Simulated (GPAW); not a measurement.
Band structure of In₃Ga (Fm-3m, 4 atoms in the cell).

```yaml
crystal:
  lattice:
    - [0.00000, 3.66564, 3.66564]
    - [3.66564, 0.00000, 3.66564]
    - [3.66564, 3.66564, 0.00000]
  atoms:
    - { symbol: In, position: [0.25000, 0.25000, 0.25000] }
    - { symbol: In, position: [0.75000, 0.75000, 0.75000] }
    - { symbol: In, position: [0.50000, 0.50000, 0.50000] }
    - { symbol: Ga, position: [0.00000, 0.00000, 0.00000] }
```

Method: PBEsol, GPAW PAW datasets PBEsol (made by gpaw-setup) (plane waves; GPAW).

Settings: mode = pw; ecut = 550 eV; xc = PBEsol; kpts = 10 10 10; mesh shift (steps) = 0 0 0; occupations.name = methfessel-paxton; occupations.width = 0.1 eV; occupations.order = 0; nbands = -10; convergence.density = 1e-05 e/electron; convergence.energy = 1e-05 eV/electron; symmetry.symmorphic = false; symmetry.tolerance = 0.0005; maxiter = 150.

The starting cell comes from a database of computed structures (which also holds hypothetical and non-ambient phases and stackings), without a prior relaxation at this level.

Levels in eV from the Fermi level, bands 18 to 25:
```tsv
point	18	19	20	21	22	23	24	25
Γ	-1.90	0.16	0.16	0.16	0.16	0.16	0.16	1.15
X	-4.19	-3.80	-3.21	-3.21	4.52	4.52	4.70	4.89
W	-5.84	-5.84	-0.15	0.25	0.30	0.30	4.98	4.98
K	-6.22	-3.69	-2.79	-0.18	2.05	2.40	3.18	3.46
L	-2.79	-2.08	-0.78	-0.78	-0.73	-0.73	3.41	3.53
U	-6.22	-3.69	-2.79	-0.18	2.05	2.40	3.18	3.46
```

Bands cross the Fermi level along this path, so the cell is metallic at this level.
